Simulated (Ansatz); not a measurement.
**How far PBE and r2SCAN part for hypothetical R-3m LuCuSe2, biaxial strain +0.95 %, plane normal [001], relaxed out of plane**

Take LuCuSe2 (space group R-3m, No. 166; a = 3.995 Å, c = 18.405 Å (hexagonal axes); a hypothetical phase, not in the database extracts checked) as the base. Axes: x lies along a and z along c of the hexagonal cell.

(Cell as relaxed with PBE.)

Levels (all Ansatz, an electronic-structure program, PAW): PBE (420 eV, no SOC); r2SCAN (500 eV, no SOC).

Each level relaxes its own structure.

```json
[
 {"base": "volume per atom", "PBE": "21.20 Å³", "r2SCAN": "20.88 Å³"},
 {"base": "lattice parameter a", "PBE": "3.995 Å", "r2SCAN": "3.967 Å"},
 {"base": "band gap", "PBE": "1.04 eV", "r2SCAN": "1.28 eV"}
]
```

One thing is altered: tensile biaxial strain of 0.95 % in the plane normal to [001], as in epitaxy on a mismatched substrate; the out-of-plane cell vector and the atoms relax.

```csv
quantity,PBE,r2SCAN
shortest interatomic distance,2.733 Å,?
ratio −ε⊥/ε∥,0.92,?
gap character,"indirect, T → F",?
band gap,1.14 eV,?
```

**Question.** What does r2SCAN give?

**Answer.** 
- shortest interatomic distance, r2SCAN: 2.724 Å
- ratio −ε⊥/ε∥, r2SCAN: 0.87
- gap character, r2SCAN: indirect, T → F
- band gap, r2SCAN: 1.38 eV

PBE's shortest interatomic distance lies 0.009 Å above r2SCAN's (0.3 %); PBE's ratio −ε⊥/ε∥ lies 0.05 above r2SCAN's; PBE's band gap lies 0.24 eV below r2SCAN's; the two agree on the gap character. Neither level is exact; r2SCAN is the comparison here, not a measurement.

No phonon test of stability was made. The final runs are not spin-polarised.
